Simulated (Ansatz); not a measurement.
GaAs, pressure series

The parent structure is GaAs in the zinc blende structure (space group F-43m, No. 216; a = 5.7461 Å).

Cell and atoms are relaxed at each pressure.

Method: PBE (Ansatz, a program for electronic structure; PAW; 420 eV plane waves; without spin-orbit coupling), earlier PAW set.

Notes on the quantities. hole mass: degenerate bands, along [100].

```
variant                             hole mass  shortest interatomic distance  band gap
----------------  ---------------------------  -----------------------------  --------
base                                        –                        2.488 Å   0.16 eV
pressure −2 GPa                             –                        2.518 Å      zero
pressure −1 GPa                             –                        2.503 Å      zero
pressure 1.8 GPa  0.023, 0.35, 0.35 mₑ (at Γ)                        2.465 Å   0.37 eV
pressure 4.2 GPa  0.035, 0.34, 0.34 mₑ (at Γ)                        2.439 Å   0.61 eV
pressure 9 GPa    0.055, 0.32, 0.32 mₑ (at Γ)                        2.396 Å   1.02 eV
pressure 18 GPa   0.081, 0.29, 0.29 mₑ (at Γ)                        2.335 Å       [?]
pressure 30 GPa    0.10, 0.26, 0.26 mₑ (at Γ)                        2.276 Å       [?]
pressure 45 GPa    0.12, 0.24, 0.24 mₑ (at Γ)                        2.222 Å   0.76 eV
pressure 60 GPa    0.14, 0.22, 0.22 mₑ (at Γ)                        2.179 Å   0.58 eV
```

Question: Complete the table.

Answer: 
- pressure 18 GPa, band gap: 1.16 eV
- pressure 30 GPa, band gap: 0.97 eV

Load acts through the strain it causes; cell and atoms are relaxed under it. Masses are band curvatures over ±0.01 Å⁻¹ around the edge. Whether these cells are dynamically stable was not tested. All final runs are without spin polarisation. Measured, GaAs leaves this structure (for a Cmcm phase) near 15 GPa (room temperature; as listed in arXiv:1906.07825). Gaps under 0.05 eV, about the width of the smearing, are given as zero. A zero or small gap of GaAs can be the functional's error rather than a property of the material.
